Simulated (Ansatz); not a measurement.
## Habitual settings against a tight run: LuSi (Cmcm, 4 atoms in the cell)

Self-consistent single point.

```
CELL_PARAMETERS angstrom
      2.07292    -5.11955     0.00000
      2.07292     5.11955     0.00000
      0.00000     0.00000     3.73649
ATOMIC_POSITIONS crystal
  Lu 0.85929 0.14071 0.25000
  Lu 0.14071 0.85929 0.75000
  Si 0.57840 0.42160 0.25000
  Si 0.42160 0.57840 0.75000
```

Method of the run: PBEsol, default PAW files made with PBE (plane waves; Ansatz, a quantum-chemistry and plane-wave program).

Base settings: basis.ecutwfc = 30.9 Ry; kpoints.mp_grid.grid = 11 11 12; hamiltonian.xc = pbesol; hamiltonian.pseudopotentials = {kind: paw} (the program's default PAW files); scf.occupations.method = methfessel_paxton; scf.occupations.width = 0.02 Ry.

Tight run (finer mesh or higher cutoff; not a proven limit): basis.ecutwfc: 30.9 Ry → 43.4 Ry; kpoints.mp_grid.grid: 11 11 12 → 15 15 17; scf.convergence.dr2_threshold: default (1e-07 eV) → 1e-09 eV. It gave Fermi level (on the code's own zero) 13.70 eV; pressure -2.37 GPa; largest force (vector length) 0.089 eV/Å.

Quick runs, as changes from the base:
- A: the base itself
- B: basis.ecutwfc: 30.9 Ry → 18.4 Ry; kpoints.mp_grid.grid: 11 11 12 → 6 6 6; scf.occupations.method: methfessel_paxton → gaussian
- C: basis.ecutwfc: 30.9 Ry → 15.4 Ry; kpoints.mp_grid.grid: 11 11 12 → 2 2 2; hamiltonian.xc: pbesol → lda [LDA (PW92)]
- D: basis.ecutwfc: 30.9 Ry → 21.7 Ry; kpoints.mp_grid.grid: 11 11 12 → 8 8 8
- E: basis.ecutwfc: 30.9 Ry → 15.4 Ry; kpoints.mp_grid.grid: 11 11 12 → 8 8 8; scf.convergence.dr2_threshold: default (1e-07 eV) → 0.001 eV
- F: basis.ecutwfc: 30.9 Ry → 15.4 Ry; kpoints.mp_grid.grid: 11 11 12 → 4 4 4; scf.occupations.method: methfessel_paxton → gaussian; scf.occupations.width: 0.02 Ry → 0.01 Ry

Energies are extrapolated to zero smearing width, which holds to low order in the width alone.

Dashes: energy of C, another energy zero.

† marks runs with another functional, U, potentials or spin treatment: their distance from the tight run is not a convergence error alone.

The count of work is k-points × plane waves × bands × iterations; it is no time. 

Pressures in the table are Ansatz's without its Pulay estimate, at a fixed set of plane waves; the tight run's value above holds the estimate.

The starting cell comes from a database of computed structures (which also holds hypothetical and non-ambient phases and stackings), without a prior relaxation at this level. Its lattice was rescaled by a random factor within 2.5 % of one.

```csv
run,energy less tight (meV/atom),pressure less tight (GPa),largest miss in a force vector (eV/Å),count of work / tight
A,1.6,-0.02,0.015,0.24
B,441.9,-30.18,0.053,0.022
C†,–,-130.98,0.569,0.0020
D,36.8,-2.88,0.020,0.058
E,2856.5,-123.64,0.260,0.026
F,2836.0,-123.09,0.171,0.0069
```

Among the runs at the tight run's level, the energy misses run from 1.6 to 2856.5 meV/atom.

Keys are those of Ansatz 0.2.
